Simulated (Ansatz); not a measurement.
Amorphous Hf18O34, 52 atoms at 9.27 g/cm³, one PBE-relaxed geometry, zone centre. Methods: PBE, scalar-relativistic without spin-orbit coupling (Ansatz, a quantum-chemistry and plane-wave program); r2SCAN, scalar-relativistic without spin-orbit coupling (Ansatz); HSE06, scalar-relativistic without spin-orbit coupling (Ansatz). Plane waves to 420 eV (r2SCAN 500 eV); exact exchange is cut at the cell's faces. The usual formal charges leave 4 electrons over, so the level spacing at the Fermi energy parts defect or band states and needn't be the band gap. The higher rungs were started with moments on some atoms, which died out.

The cell was made by melting and quenching with the CHGNet potential and then relaxed with DFT. O atoms were pushed apart under 1.9 Å during the dynamics, to hinder bonds among them. The hot cell started wider than the set density and was brought back towards it in steps. It is the lowest in DFT energy of 4 quenches. It is a model cell: composition and starting density were chosen by hand, and all elements were melted together. No dispersion term was used. Its density started from a set value of 9.27 and ended at 9.27 g/cm³. The quench (nominally 450 K/ps over its main leg) was far faster than any real one, so the model tends to hold more defects than a real film. One small periodic cell is one sample of the glass; other quenches scatter about these values. The volume was held where the preparation left it, at a PBE pressure of -0.9 GPa (tension). Stress components on the final sampling reach 3.1 GPa.

The relaxation ran on one k-point at (1/4, 1/4, 1/4). At PBE the level spacing at the Fermi energy is 0.58 eV on a 2×2×2 Γ-centred mesh, and the spacing at the zone centre alone 0.66 eV.

Q: What zone-centre spacing does r2SCAN give, roughly?

A: 0.80 eV (+0.14 eV against PBE).

Q: What zone-centre spacing does HSE06 give, roughly?

A: 1.31 eV (+0.65 eV against PBE).

The highest filled and the lowest empty state spread over these numbers of atoms (participation numbers): PBE: 6.7 and 7.2; r2SCAN: 6.1 and 6.2; HSE06: 6.0 and 7.1.
